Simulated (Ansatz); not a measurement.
The starting structures come from a database of crystals and need not be the phases stable at ambient conditions.

 Where the default PAW files enter, the runs use the earlier of Ansatz's two default sets.

Consider the following.

```
CELL_PARAMETERS angstrom
      4.59020     0.00000     0.00000
     -2.29510     3.97523     0.00000
      0.00000     0.00000     7.43781
ATOMIC_POSITIONS crystal
  Mg 0.33333 0.66667 0.99599
  Mg 0.66667 0.33333 0.49599
  Te 0.33333 0.66667 0.37401
  Te 0.66667 0.33333 0.87401
```

Space group of this cell: P6_3mc, wurtzite. The cell is taken as given; by PBEsol its mean pressure is -0.6 GPa.

These are PBEsol (plane waves, PAW; Ansatz, a quantum-chemistry and plane-wave program) values and carry that method's errors.

The current runs along the normal of the first two printed vectors; no spin-orbit coupling. Scaled by the factor s: the length along the current (ions clamped). Meshes 12×12×4 and 12×12 across the current in all rows.

| s | mean pressure (GPa) | band gap (eV) |
|---|---|---|
| 0.97 | 0.6 | ? |
| 1.00 | -0.6 | 2.30 |
| 1.03 | -1.5 | 2.18 |

Task: Take the slope of the band gap against ln s from the two given rows, extrapolate to s = 0.97, and say what the run there gives.

Result: Slope = (2.18 − 2.30) / ln 1.03 = -4.06 eV. The line gives 2.30 + (-4.06) × ln 0.97 = 2.42 eV. The run gives 2.38 eV, 0.04 eV under the line, 35 % of the predicted step.
